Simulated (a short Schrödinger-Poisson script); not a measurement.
From a short Schrödinger-Poisson script (our own, NumPy): 1D Poisson equation in equilibrium, electrons quantum, Hartree plus LDA exchange-correlation (BenDaniel-Duke, 40 states a valley, the channel's in-plane mass for all, wave functions free to enter the barrier), parabolic valleys, classical holes, full ionisation, no traps, pinning or gate leakage.

Stack: gated Al0.4Ga0.6N/GaN polarisation-induced gas, at 20 K.

| layer | material | thickness (nm) | Na (cm⁻³) |
|---|---|---|---|
| 1 | Al0.4Ga0.6N | 15 | - |
| 2 | GaN | 6000 | 2e15 |

Constants are typed, rounded textbook-type inputs, not results; the design itself was drawn at random and stands for no fabricated device. Al0.4Ga0.6N: permittivity 9.26, conduction-band edge (eV) 0.58, gap (eV) 4.258, electron mass (mₑ) 0.248, Nv at 300 K (cm⁻³) 4.6e19. GaN: permittivity 9.5, conduction-band edge (eV) 0, gap (eV) 3.43, Nv at 300 K (cm⁻³) 4.6e19.

Channel valleys (confinement mass, in-plane density-of-states mass, number): Γ 0.2, 0.2, 1. At the gate the conduction-band edge of layer 1 lies 1.36 eV − eVg above the Fermi level of the channel; the field vanishes at the back. Sheet of polarisation charge: +2e13 e/cm² at 15 nm from the gate. The barrier under the gate holds no holes. Gaps are held at their typed values at every temperature. Mesh 0.08 nm at interfaces.

Gate and field steps stay those of the base.

One input was changed, with this effect: lowest subband against the Fermi level at Vg = 0.5 V -187 → -181 meV; sheet density of all electrons at Vg = -3 V 6.03e12 → 5.40e12 cm⁻²; sheet density of all electrons at Vg = 0.5 V 1.72e13 → 1.66e13 cm⁻²; centroid of the channel electrons at Vg = 0.5 V little changed (1.48 nm).

Problem. Which change was it?
(A) Schottky barrier 1.36 → 1.56 eV
(B) temperature 20 → 77 K
(C) polarisation charge 2e+13 → 1.7e+13 cm^-2
(D) background acceptors 2e+15 → 1e+14 cm^-3

Solution. A, Schottky barrier 1.36 → 1.56 eV
